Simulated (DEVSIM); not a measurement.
## abrupt CdTe n-p junction

System: abrupt CdTe n-p junction, at 250 K.

```
layer (left to right)  material  thickness (μm)  Nd (cm⁻³)  Na (cm⁻³)  τn (s)  τp (s)
---------------------  --------  --------------  ---------  ---------  ------  ------
1                          CdTe           0.970     1.1e15          -  1.5e-8  1.5e-8
2                          CdTe             110          -       1e16  1.5e-8  1.5e-8
```

Left contact: ohmic. Right contact: ohmic. Voltage is applied to the left contact. Recombination: SRH at mid-gap. Mobility is constant in doping.

The device is made up for the run: typed textbook-type constants, with dimensions and the other settings drawn at random. Values at 300 K; Nc and Nv go as T^1.5, mobilities as T to minus their exponent, the gap by Varshni's rule with the affinity fixed.

```
parameter            CdTe
----------------  -------
gap (eV)              1.5
affinity (eV)        4.28
permittivity         10.2
Nc (cm⁻³)            8e17
Nv (cm⁻³)          1.8e19
μn (cm²/Vs)          1000
μp (cm²/Vs)            80
T exponent of μn      1.7
T exponent of μp      1.5
Varshni α (eV/K)  0.00031
Varshni β (K)         108
```

Model (solved in DEVSIM): 1D drift-diffusion, Boltzmann statistics, complete ionisation; no tunnelling, impact ionisation, image-force lowering or self-heating.

| Quantity | Result |
|---|---|
| Potential step across the device at zero bias | 1.223 V |
| Largest field in the device at zero bias | 21000 V/cm |
| Dark forward voltage at 1 A/cm² | 1.201 V |

Dark forward current:

(V (V), J (A/cm²)): (-0.05, -9.3e-14); (-0.10, -3.8e-13); (-0.20, -4.3e-12); (-0.25, -1.4e-11); (-0.35, -1.6e-10); (-0.40, -5.1e-10); (-0.45, -1.7e-9); (-0.55, -1.9e-8); (-0.60, -6.3e-8); (-0.70, -7.2e-7); (-0.75, -2.5e-6); (-0.80, -8.7e-6); (-0.90, -0.00013); (-0.95, -0.00063); (-1.05, -0.026); (-1.10, -0.15); (-1.20, -0.99); (-1.25, -1.6); (-1.30, -2.2); (-1.40, -3.6); (-1.45, -4.3); (-1.55, -5.8); (-1.60, -6.6); (-1.65, -7.4); (-1.75, -8.9); (-1.80, -9.7); (-1.90, -11); (-1.95, -12)
